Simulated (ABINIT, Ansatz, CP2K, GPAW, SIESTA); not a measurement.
## One structure in several programs: Y₂Al₃Si₂ (C2/m, 7 atoms in the cell)

Self-consistent single point.

```
Y2Al3Si2
1.0
    5.06316    -2.01418     0.00000
    5.06316     2.01418     0.00000
   -1.27393     0.00000     6.46305
Y Al Si
2 3 2
Direct
  0.37987   0.37987   0.67786
  0.62013   0.62013   0.32214
  0.69441   0.69441   0.86815
  0.30559   0.30559   0.13185
  0.00000   0.00000   0.00000
  0.90813   0.90813   0.35849
  0.09187   0.09187   0.64151
```

All programs got the same cell, k-point mesh and kind of occupations (in Ansatz's words: kpoints.mp_grid.grid = 6 6 4; scf.occupations.method = gaussian; scf.occupations.width = 0.0037 Ry); potentials, basis and cutoffs are each program's usual ones.

```
code                                                                                                                       model  pressure (GPa)  largest force (eV/Å)  k-points       cutoff
------  ------------------------------------------------------------------------------------------------------------------------  --------------  --------------------  --------  -----------
CP2K                                        LDA (Pade form), GPW, DZVP-MOLOPT-SR-GTH basis, GTH-PADE potentials (GTH_POTENTIALS)           -3.41                 0.133        76  grid 500 Ry
GPAW                                                               LDA (Perdew-Wang 92), GPAW PAW datasets LDA (gpaw-data 1.0.1)           -2.91                 0.115        47       600 eV
SIESTA  LDA PW92, numerical atomic orbitals DZP, PseudoDojo LDA standard norm-conserving potentials (rewritten from UPF to PSML)           -3.06                 0.171        89  grid 400 Ry
ABINIT                                           LDA (PW92), norm-conserving pseudopotentials (PseudoDojo nc-sr-04 LDA standard)           -3.12                 0.106        47        72 Ry
Ansatz                                                                                       LDA (PW92), PAW files made with PBE           -2.94                 0.108        47      30.9 Ry
```

Size of the force on each atom (eV/Å): Sizes of forces hide their directions.

```tsv
code	Y1	Y2	Al3	Al4	Al5	Si6	Si7
CP2K	0.063	0.063	0.065	0.065	0.000	0.133	0.133
GPAW	0.077	0.077	0.062	0.062	0.000	0.115	0.115
SIESTA	0.129	0.129	0.083	0.083	0.000	0.171	0.171
ABINIT	0.070	0.070	0.066	0.066	0.000	0.106	0.106
Ansatz	0.072	0.072	0.063	0.063	0.000	0.108	0.108
```

The spread over the programs that give each value: pressure within 0.50 GPa; largest force within 0.065 eV/Å.

The starting cell comes from a database of computed structures (which also holds hypothetical and non-ambient phases and stackings), without a prior relaxation at this level. Its lattice was rescaled by a random factor within 2.5 % of one.

Why do the programs differ, and what cannot be compared?

Differences of this kind can come from the potentials, where these differ, and from what each basis and cutoff leave unconverged. The zero of total energies and Fermi levels follows the potentials and each program's conventions, so they are not compared here. CP2K and SIESTA use small atom-centred bases, whose incompleteness enters pressures, forces and empty levels differently from a plane-wave cutoff. Ansatz's pressure is given at a fixed set of plane waves, as the other plane-wave codes print theirs. Ansatz's smearing width was typed in Ry to four decimals, so it matches the others to a few per cent. The programs reduce the same mesh by symmetry to different extents, which changes the work and not the result. In the force vectors, SIESTA (by 0.084) lies more than 0.08 eV/Å from the median of the plane-wave programs.

Left out of this page: Quantum ESPRESSO (failed or unconverged); FLEUR (not drawn, or without a comparable value).

Ansatz is a first-principles code.

Keys are those of Ansatz 0.2.
